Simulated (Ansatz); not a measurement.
```
CELL_PARAMETERS angstrom
      0.00000     2.83599     2.83599
      2.83599     0.00000     2.83599
      2.83599     2.83599     0.00000
ATOMIC_POSITIONS crystal
  Ge 0.00000 0.00000 0.00000
  Ge 0.25000 0.25000 0.25000
```

Problem. List the harmonic phonon frequencies (cm⁻¹; finite displacements on a 6×6×6 mesh, r2SCAN density-functional theory in Ansatz (plane waves, PAW), k mesh 6×6×6) at q = (0.000, 0.167, -0.167), (0.167, -0.500, -0.333), (0.167, 0.333, -0.500), in fractions of this cell's reciprocal vectors. At Γ leave out the LO-TO shift.

Solution. 
- (0.000, 0.167, -0.167): 64, 85, 124, 269, 284, 287
- (0.167, -0.500, -0.333): 108, 108, 211, 211, 269, 269
- (0.167, 0.333, -0.500): 94, 106, 168, 243, 274, 274

The PAW data sets were generated under PBE and serve the other functionals too.

Ansatz is a program for electronic structure.
